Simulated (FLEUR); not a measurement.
Band structure of BaCuGe (P-6m2, 3 atoms in the cell).

```yaml
crystal:
  lattice:
    - [4.20172, 0.00000, 0.00000]
    - [-2.10086, 3.63879, 0.00000]
    - [0.00000, 0.00000, 5.00665]
  atoms:
    - { symbol: Ba, position: [0.00000, 0.00000, 0.00000] }
    - { symbol: Cu, position: [0.33333, 0.66667, 0.50000] }
    - { symbol: Ge, position: [0.66667, 0.33333, 0.50000] }
```

Method of the run: LDA (Perdew-Zunger), all-electron FLAPW (FLEUR), scalar-relativistic valence with spin-orbit coupling in second variation in FLEUR.

Settings: Kmax = 3.8 1/bohr; GmaxXC = 13.3 1/bohr; xcFunctional = pz; jspins = 1; l_soc = T; mode = hist; fermiSmearingEnergy = 0.00183747 Htr; mesh (inpgen div1-3) = 7 7 5; inpgen gamma flag = false; Gmax = 13.3 1/bohr; numbands = 0; maxIterBroyd = 15; imix = Anderson; alpha = 0.05.

The starting cell comes from a database of computed structures (which also holds hypothetical and non-ambient phases and stackings), without a prior relaxation at this level. Its lattice was rescaled by a random factor within 2.5 % of one. Values depend on the basis (sphere radii, cutoffs, local orbitals), which need not be converged.

Levels in eV from the Fermi level, bands 31 to 38:
| point | 31 | 32 | 33 | 34 | 35 | 36 | 37 | 38 |
|---|---|---|---|---|---|---|---|---|
| Γ | -0.21 | -0.21 | 0.53 | 0.53 | 1.03 | 1.03 | 1.05 | 1.05 |
| M | -2.63 | -2.63 | -0.56 | -0.56 | 0.07 | 0.07 | 0.79 | 0.79 |
| K | -2.50 | -2.49 | -2.42 | -2.36 | 0.07 | 0.09 | 0.99 | 1.02 |
| A | -2.56 | -2.56 | 1.80 | 1.80 | 1.89 | 1.89 | 2.66 | 2.66 |
| L | -2.59 | -2.59 | -0.70 | -0.70 | -0.54 | -0.54 | 0.94 | 0.94 |
| H | -2.59 | -2.44 | -1.36 | -1.30 | -0.11 | -0.01 | 1.05 | 1.22 |
